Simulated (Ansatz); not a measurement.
Given:

```
Al11N12
1.0
    4.67073    -2.69665    -4.98358
    3.11382     5.39330     0.00000
    1.55691    -2.69665     4.98358
Al N
11 12
Direct
  0.22072   0.55345   0.21313
  0.88696   0.72673   0.88611
  0.55951   0.89332   0.56289
  0.22148   0.05530   0.22011
  0.88881   0.21861   0.88845
  0.94686   0.36031   0.43928
  0.61883   0.52880   0.11046
  0.27799   0.69631   0.77031
  0.94585   0.86084   0.44046
  0.61207   0.02914   0.11238
  0.27787   0.19023   0.77239
  0.76281   0.28485   0.14241
  0.41623   0.45945   0.83635
  0.09612   0.61896   0.46949
  0.76535   0.78809   0.14039
  0.43034   0.95306   0.81002
  0.09586   0.11766   0.47295
  0.84643   0.42861   0.71234
  0.47817   0.61376   0.34490
  0.14846   0.75819   0.02436
  0.81935   0.92531   0.69550
  0.47758   0.06327   0.34869
  0.15050   0.25496   0.02934
```

Spin-polarised, with starting moments of sign Al0 Al0 Al0 Al0 Al0 Al0 Al0 Al0 Al0 Al0 Al0 N0 N+ N0 N0 N0 N0 N+ N+ N0 N0 N+ N0.

All numbers come from Ansatz (a program for electronic structure) PBEsol, no spin-orbit coupling. Settings: 4×4×5 k-points, 0.01 eV Fermi–Dirac smearing.

Q: Predict the total moment of the cell, gap of the supercell and pressure.

A: 
- Total moment of the cell: 3.0 μB
- Gap of the supercell: 0.07 eV
- Pressure: 2.8 GPa

The magnetic state is the one reached from the starting moments; the real material's order can differ, and small cells can't hold many antiferromagnetic ones. The cell is small, so the values are those of an ordered compound at a high defect concentration; dilute-limit values will differ. The cell was made from AlN in the wurtzite structure (space group P6_3mc, No. 186) by this change: Al vacancy. The defect cell is spin-polarised and ends with 3.0 μB.
